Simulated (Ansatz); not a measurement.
The parent structure is BeTe in the zinc blende structure (space group F-43m, No. 216; a = 5.657 Å). Axes: x, y, z lie along the cube axes.

Level of theory: r2SCAN (Ansatz, an electronic-structure program; PAW; 500 eV plane waves; no SOC).

Base values:

The band gap is 2.37 eV and the smallest direct gap is 4.04 eV.

Now apply this change: tensile biaxial strain of 1.00 % in the plane normal to [001], as in epitaxy on a mismatched substrate; the out-of-plane cell vector and the atoms relax.

Task: What does the calculation give for the out-of-plane strain, band gap, hole mass and smallest direct gap after the change?

Result: The out-of-plane strain amounts to -0.75 %; the band gap shrinks by 0.11 eV, from 2.37 eV to 2.26 eV; the hole mass comes out as 0.21 mₑ out of plane, 0.35 mₑ in plane (at Γ); the smallest direct gap falls by 0.07 eV, from 4.04 eV to 3.97 eV.

Spin-orbit coupling, missing from the scalar runs, can matter with Te. Effective masses come from finite differences of ±0.01 Å⁻¹. Stability against distortions was not tested.
